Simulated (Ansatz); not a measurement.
Take Cs in the bcc (W type) structure (space group Im-3m, No. 229; a = 6.010 Å) as the base.

All numbers come from PBEsol (Ansatz, an electronic-structure program, PAW, without spin-orbit coupling), earlier PAW set.

Before the change:

```
Item                   Value
-------------------  -------
Lattice parameter a  6.010 Å
```

The change: cell and atoms relaxed at a pressure of 2.1 GPa.

### Question
How does this affect the lattice parameter a?

### Answer
The lattice parameter a shrinks by 0.900 Å (6.010 Å → 5.110 Å).

Load acts through the strain it causes; cell and atoms are relaxed under it. Whether these cells are dynamically stable was not tested. All final runs are without spin polarisation.
